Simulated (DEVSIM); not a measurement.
System: abrupt Ge n-p junction, at 300 K.

```csv
layer (left to right),material,thickness (μm),Nd (cm⁻³),Na (cm⁻³),τn (s),τp (s)
1,Ge,0.100,6e17,-,9e-5,9e-5
2,Ge,290,-,1.3e15,9e-5,9e-5
```

Left contact: ohmic. Right contact: ohmic. Voltage is applied to the left contact. Recombination: SRH at mid-gap, radiative. Mobility is μmin + (μ − μmin)/(1 + (N/Nref)^α).

This is a model device: material constants are rounded textbook-type values typed into the input, and sizes, dopings and lifetimes were drawn at random. Values at 300 K.

```
parameter           Ge
-------------  -------
gap (eV)         0.664
affinity (eV)        4
permittivity        16
Nc (cm⁻³)      1.04e19
Nv (cm⁻³)         6e18
μn (cm²/Vs)       3900
μp (cm²/Vs)       1900
μn,min             150
μp,min             100
Nref,n          2.6e17
Nref,p            4e17
αn                0.56
αp                 0.6
B (cm³/s)      6.4e-14
```

DEVSIM, 1D drift-diffusion, Boltzmann statistics, complete ionisation; no tunnelling, impact ionisation, image-force lowering or self-heating.

The thickness of layer 1 was swept, all else fixed.

| thickness of layer 1 (μm) | dark forward voltage at 1 A/cm² (V) |
|---|---|
| 0.02 | 0.219 |
| 0.035 | 0.225 |
| 0.06 | 0.228 |
| 0.1 | 0.231 |
| 0.17 | 0.232 |
| 0.3 | 0.234 |
| 0.5 | 0.234 |

From the first row to the last the dark forward voltage at 1 A/cm² goes from 0.219 to 0.234.
